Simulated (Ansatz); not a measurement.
MoOs3 (model structure, started from the A15 type, Pm-3n, No. 223, 8 atoms in the cell) was calculated with PBE in Ansatz (plane waves, PAW).

Excerpt of the program's output:

```
WARN output.stress: scf.convergence.dr2_threshold = 1e-7 eV (the SCF's general default) is looser than the 8e-10 eV advised for a printed stress (1e-10 eV for …
Relaxation: its limit of steps is 80 (relax.max_steps)
Crystal: 8 atoms, lattice volume = 123.144 Å³
Basis set: ecut = 520 eV, 3287 PW (Γ), exchange–correlation on 80×80×80 points (8 copies of the dense FFT grid, shifted against one another)
Bands: 75, of which v1, the nominal top of the filled ones, is band 62 counted from 1 (61 counted from 0)
Symmetry: 48 space group operations
Space group: Pm-3n (ITA 223), of the structure as read, at distance tolerance 5.0e-5 Å
k-points: 84 of 1728
Functional: x = pbe(κ = 0.804, μ = 0.2195149727645171), c = pbe(β = 0.06672455060314922)
SCF iter   1: F=—  HF=-78215.730158 eV  |F-HF|=—  |Δ(HF+E_count)|=         —  Δρ=1.03e-2  dr2=4.17e-2
SCF iter   2: F=—  HF=-78215.729859 eV  |F-HF|=—  |Δ(HF+E_count)|=   2.98e-4  Δρ=5.35e-3  dr2=1.18e-2
  ...
SCF iter   5: F=—  HF=-78215.729505 eV  |F-HF|=—  |Δ(HF+E_count)|=   2.32e-5  Δρ=2.60e-5  dr2=7.16e-7
SCF iter   6: F=-78215.729505 eV  HF=-78215.729505 eV  |F-HF|=7.71e-10  |Δ(HF+E_count)|=   1.00e-8  Δρ=3.37e-6  dr2=7.67e-9
SCF 1 converged in 6 iterations: F = -78215.729505 eV  dr2 = 7.67e-9
relax step   1: F+E_penalty+E_count = -78215.72950467 eV  Δ(F+E_penalty+E_count) = +0.000e0 eV  max|allowed force component| = 1.778e-17 eV/Å  Δτ_max = 0.0000 Å  (6 SCF iters, accepted)
SCF converged after 6 iterations
Free energy (F): -78215.729505 eV
Internal energy: -78215.668450 eV  (E = F + TS)
E sigma→0 (E₀):  -78215.698978 eV
Fermi energy:    22.888471 eV
--- Forces (eV/Å), atoms counted from 1 ---
  atom   1  Os    -0.00000000     0.00000000     0.00000000
  atom   2  Os     0.00000000     0.00000000    -0.00000000
  atom   3  Os     0.00000000    -0.00000000     0.00000000
  atom   4  Os    -0.00000000     0.00000000    -0.00000000
  atom   5  Os    -0.00000000     0.00000000     0.00000000
  atom   6  Os     0.00000000    -0.00000000     0.00000000
  atom   7  Mo     0.00000000     0.00000000     0.00000000
  atom   8  Mo     0.00000000    -0.00000000     0.00000000
--- Stress (GPa, compression-positive) ---
       -6.194470      -0.000000       0.000000
        0.000000      -6.194470       0.000000
        0.000000       0.000000      -6.194470
  P = ⅓ Tr σ = -6.1945 GPa (-61.945 kbar)
```

Problem. Write an input file that could have produced this run (the log leaves some choices open).

Solution. This is not unique; one that fits is 
Ansatz 0.2 input:
```yaml
crystal:
  lattice:
    - [4.9751329856, 0.0, 0.0]
    - [0.0, 4.9751329856, 0.0]
    - [0.0, 0.0, 4.9751329856]
  atoms:
    - { symbol: Os, position: [0.25, 0.0, 0.5] }
    - { symbol: Os, position: [0.75, 0.0, 0.5] }
    - { symbol: Os, position: [0.0, 0.5, 0.25] }
    - { symbol: Os, position: [0.0, 0.5, 0.75] }
    - { symbol: Os, position: [0.5, 0.25, 0.0] }
    - { symbol: Os, position: [0.5, 0.75, 0.0] }
    - { symbol: Mo, position: [0.0, 0.0, 0.0] }
    - { symbol: Mo, position: [0.5, 0.5, 0.5] }
basis:
  ecutwfc: 520
  ecutrho_ratio: 4
  xc_grid: 2
kpoints:
  mp_grid: { grid: [12, 12, 12] }
hamiltonian:
  xc: pbe
  dispersion: none
  pseudopotentials: { kind: paw }
scf:
  occupations: { method: fermi_dirac, width: 0.05 }
output:
  forces: true
  stress: true
  eigenvalues: true
relax:
  f_tol: 0.004
  escape_saddle: false
  max_steps: 80
```

The cell is one volume of an energy–volume scan, off the minimum.

Note: the run has no spin polarisation, so it can have missed a magnetic state. Note: the relaxation could raise the start's symmetry but not lower it, so the cell can be a saddle point.

A model structure was made by putting elements into a prototype or built by hand; it is no filed structure, need not be a known phase, and can be a saddle point held by its symmetry.

Ansatz is a first-principles code.
